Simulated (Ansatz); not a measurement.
System: BP (model structure, started from the GeS type, Pnma, No. 62, 8 atoms in the cell). Method: PBEsol in Ansatz (plane waves, PAW).

Settings: plane-wave cutoff 520 eV, 8×18×16 k mesh (along the axes of the cell as run), Fermi–Dirac smearing 0.05 eV, scalar-relativistic PAW data made under PBE.

Cell (relaxed at this level):

Space group Pnma (No. 62); a = 6.2564 Å, b = 3.2145 Å, c = 5.3619 Å, α = β = γ = 90.00°

| atom | site | symmetry | x | y | z |
|---|---|---|---|---|---|
| B | 4c | .m. | 0.1617 | 0.2500 | 0.3985 |
| P | 4c | .m. | 0.3388 | 0.2500 | 0.1071 |

Task: Predict the band gap and smallest direct gap on the k points sampled.

Result: 
band gap: 0.59 eV (indirect)
smallest direct gap on the k points sampled: 1.03 eV

Note: the relaxation could raise the start's symmetry but not lower it, so the cell can be a saddle point.

Computed values are for the static lattice.

It cost around 60 core-seconds (rough) of CPU time.

A model structure was made by putting elements into a prototype or built by hand; it is no filed structure, need not be a known phase, and can be a saddle point held by its symmetry.

Ansatz is a quantum-chemistry and plane-wave program.
